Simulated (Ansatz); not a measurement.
# Effect of 6 layers on hypothetical CsCl type TaAs

The parent structure is TaAs in the CsCl type structure (space group Pm-3m, No. 221; a = 3.178 Å; a hypothetical phase, not in the database extracts checked). Axes: x, y, z lie along the cube axes.

One thing is altered: a free-standing slab of 6 layers (12 atoms, 2 a layer) is cut normal to [110], with 15 Å of vacuum and the in-plane cell held at bulk.

The values are results of Kohn–Sham DFT with the PBEsol functional, run in Ansatz (a first-principles code) with PAW and 420 eV plane waves, no spin-orbit coupling, not measurements. Settings: 15×10×1 k-points, 0.05 eV Fermi–Dirac smearing, for the changed cell.

```csv
quantity,base,changed,shift
layer's space group (with vacuum),–,Pmma (No. 51),–
shortest interatomic distance,2.752 Å,2.604 Å,-0.148 Å
band gap,zero,zero,–
excess energy per area of both faces (slab less bulk energy over the cell's area: twice a surface energy) (uncertain by up to 0.1 J/m²),–,2.6 J/m²,–
thickness between the outermost nuclei,–,11.51 Å,–
change of the spacing d12 from its bulk value of 2.247 Å,–,-4.8 %,–
change of the spacing d23 from its bulk value of 2.247 Å,–,+4.1 %,–
```

Slab and bulk use different k-meshes, which limits the precision of the excess energy. Stability against distortions was not tested. All final runs are without spin polarisation.
